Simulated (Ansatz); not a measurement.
## Quick settings and what they miss: ZnS (F-43m, 2 atoms in the cell)

Self-consistent single point.

```xyz
2
Lattice="0.0000 2.6948 2.6948 2.6948 0.0000 2.6948 2.6948 2.6948 0.0000" Properties=species:S:1:pos:R:3 pbc="T T T"
Zn     0.0000     0.0000     0.0000
S      1.3474     1.3474     1.3474
```

Method: PBE, harder PAW files (source: ansatz) (plane waves; Ansatz, an electronic-structure program).

Base settings: basis.ecutwfc = 660 eV; kpoints.mp_grid.grid = 11 11 11; hamiltonian.xc = pbe; hamiltonian.pseudopotentials = {kind: paw, source: ansatz}; scf.occupations.method = fixed.

Tight run (finer mesh or higher cutoff; not a proven limit): basis.ecutwfc: 660 eV → 925 eV; kpoints.mp_grid.grid: 11 11 11 → 15 15 15; scf.convergence.dr2_threshold: default (1e-07 eV) → 1e-09 eV. It gave top of the valence band (on the code's own zero) 7.01 eV; gap on the k-point mesh 2.15 eV; pressure 2.24 GPa.

Quick runs, as changes from the base:
- A: the base itself
- B: basis.ecutwfc: 660 eV → 330 eV; kpoints.mp_grid.grid: 11 11 11 → 4 4 4
- C: basis.ecutwfc: 660 eV → 460 eV; kpoints.mp_grid.grid: 11 11 11 → 8 8 8; scf.occupations.method: fixed → gaussian; scf.occupations.width: default → 0.272 eV
- D: basis.ecutwfc: 660 eV → 330 eV; kpoints.mp_grid.grid: 11 11 11 → 2 2 2; scf.occupations.method: fixed → fermi_dirac; scf.occupations.width: default → 0.2 eV; scf.convergence.dr2_threshold: default (1e-07 eV) → 0.0001 eV
- E: kpoints.mp_grid.grid: 11 11 11 → 4 4 4; hamiltonian.xc: pbe → b3lyp [B3LYP]
- F: kpoints.mp_grid.grid: 11 11 11 → 3 3 3; hamiltonian.xc: pbe → hse06 [HSE06]

Energies are extrapolated to zero smearing width, which holds to low order in the width alone.

Dashes: energy of E, F, another energy zero; count of E, F, another kind of functional, whose work the count does not hold.

Gaps are read on each run's own mesh, which may miss the band edges.

† marks runs with another functional, U, potentials or spin treatment: their distance from the tight run is not a convergence error alone.

The count of work is k-points × plane waves × bands × iterations; it is no time. 

Pressures in the table are Ansatz's without its Pulay estimate, at a fixed set of plane waves; the tight run's value above holds the estimate.

The starting cell comes from a database of computed structures (which also holds hypothetical and non-ambient phases and stackings), without a prior relaxation at this level. Its lattice was rescaled by a random factor within 2.5 % of one.

```tsv
run	energy less tight (meV/atom)	pressure less tight (GPa)	gap on the mesh less tight (eV)	count of work / tight
A	0.2	0.00	0.000	0.22
B	5312.2	-248.70	0.177	0.011
C	138.3	-10.98	0.017	0.078
D	6019.2	-246.78	0.065	0.0038
E†	–	2.59	1.534	–
F†	–	0.59	1.283	–
```

Among the runs at the tight run's level, the energy misses run from 0.2 to 6019.2 meV/atom.

Left out of this page: 1 run of the series with a known weakness of the program; 1 run of the series unsound by tests on forces, stress, charge or solver warnings.

Keys are those of Ansatz 0.2.
